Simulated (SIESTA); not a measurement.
A self-consistent single point of LaNi2B2C (I4mm, 6 atoms in the cell) with SIESTA.

Method of the run: GGA PBEsol, numerical atomic orbitals DZP, PseudoDojo PBEsol standard norm-conserving potentials (rewritten from UPF to PSML) in SIESTA.

```xyz
6
Lattice="-1.8798 1.8798 4.8846 1.8798 -1.8798 4.8846 1.8798 1.8798 -4.8846" Properties=species:S:1:pos:R:3 pbc="T T T"
La     0.0000     0.0000     0.0500
Ni     0.0000     1.8798     2.4423
Ni     1.8798     0.0000     2.4423
B      0.0000     0.0000     3.4010
B      0.0000     0.0000     6.3683
C      0.0000     0.0000     4.8846
```

Reference input (self-consistent single point, DFT, GGA PBEsol, numerical atomic orbitals DZP, PseudoDojo PBEsol standard norm-conserving potentials (rewritten from UPF to PSML)): XC.functional = GGA; XC.authors = PBEsol; potentials = PseudoDojo PBEsol standard; PAO.BasisSize = DZP; PAO.EnergyShift = 0.005 Ry; MeshCutoff = 300 Ry; kgrid.MonkhorstPack = 6 6 6; OccupationFunction = FD; ElectronicTemperature = 0.1 eV; MaxSCFIterations = 150; SCF.Mixer.Method = Pulay; SCF.Mixer.Weight = 0.2. This run's input differs from it in these lines:

```diff
@@ -45,3 +45,6 @@
 SCF.Mixer.History            8
-SCF.DM.Tolerance             1.0E-04
+SCF.DM.Converge              false
+SCF.H.Converge               false
+SCF.FreeE.Converge           true
+SCF.FreeE.Tolerance          1.0E-01 eV
 Diag.ParallelOverK           true
```

Output, abridged:

```
        iscf     Eharris(eV)        E_KS(eV)     FreeEng(eV)     dDmax    Ef(eV) dHmax(eV)
   scf:    1   -10126.573890   -10321.721030   -10321.816504  1.440786 -4.585902 42.004831
   scf:    2   -10237.287085   -10371.732443   -10371.788871  0.879725 -7.554843 27.554920
   scf:    3   -10414.681569   -10399.727202   -10399.773081  0.209475 -6.815543  8.256090
   scf:    4   -10396.179061   -10401.454540   -10401.534743  0.218158 -6.037404  5.691987
   scf:    5   -10403.288369   -10402.657548   -10402.724966  0.047390 -6.187939  1.899165
   scf:    6   -10402.684888   -10402.773575   -10402.832251  0.037711 -6.314504  0.590091
   scf:    7   -10402.741406   -10402.758749   -10402.816623  0.008854 -6.330706  0.891666
SCF Convergence by FreeE criterion
|FreeE_i-FreeE_(i-1)| (eV) <     0.10000000
max |DM_out - DM_in|         :     0.0088544391
max |H_out - H_in|      (eV) :     0.8916658014
SCF cycle converged after 7 iterations

Using DM_out to compute the final energy and forces

siesta: E_KS(eV) =           -10402.7587

siesta: E_KS - E_eggbox =    -10402.7587

siesta: Atomic forces (eV/Ang):
     1   -0.002229   -0.002229   -0.389141
     2    0.001441   -0.001558    0.192566
     3   -0.001558    0.001441    0.192566
     4   -0.002308   -0.002308   -0.858449
     5    0.002369    0.002369    0.931353
     6    0.000084    0.000084   -0.064422
   Tot   -0.002200   -0.002200    0.004473
   Max    0.931353
   Res    0.319212    sqrt( Sum f_i^2 / 3N )
   Max    0.931353    constrained

   [... lines left out ...]
siesta: FreeEng =    -10402.816623
siesta: Cell volume =         69.039510 Ang**3
siesta:          37.07489956          9.23483298  kBar
   [... lines left out ...]
              0.016   0.042   0.015   0.042   0.015

mulliken: Qtot =       57.000

Mulliken Atomic Populations:
Atom #   charge [q] valence [e]  Species
     1     1.314570    9.685430  La
     2     0.753656   17.246344  Ni
     3     0.753656   17.246344  Ni
     4    -1.412750    4.412750  B
     5    -1.420422    4.420422  B
     6     0.011290    3.988710  C
 Total    -0.000000
```

The run converged in 7 iterations. Against the reference run the free energy goes up by 5.6 meV/atom, the pressure goes from 2.98 to 3.71 GPa and the largest force goes from 1.199 to 0.931 eV/Å.

The starting cell comes from a database of computed structures (which also holds hypothetical and non-ambient phases and stackings), without a prior relaxation at this level. Its lattice was rescaled by up to half a per cent. One atom was moved a little off its site on purpose. Spin polarisation is off. Values carry the incompleteness of an atom-centred basis. With a pressure of about 4 GPa the cell is away from its equilibrium volume at this level.

Cost on one core of a shared machine: roughly 90 s.
